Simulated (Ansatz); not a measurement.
The parent structure is GaSb in the rock salt structure (space group Fm-3m, No. 225; a = 5.697 Å; a hypothetical phase, not in the database extracts checked).

Levels (all Ansatz, a first-principles code, PAW): PBEsol (420 eV, without spin-orbit coupling); r2SCAN (500 eV, no spin-orbit coupling).

The geometry is relaxed with PBEsol.

```
Property           Value
---------------  -------
PBEsol pressure  0.0 GPa
```

Task: Predict the pressure from r2SCAN.

Result: The pressure goes from zero to 1.5 GPa.

Single points use the geometry relaxed with PBEsol. Their cutoffs differ, which shifts pressures a little. Stability against distortions was not tested. The final runs are not spin-polarised.
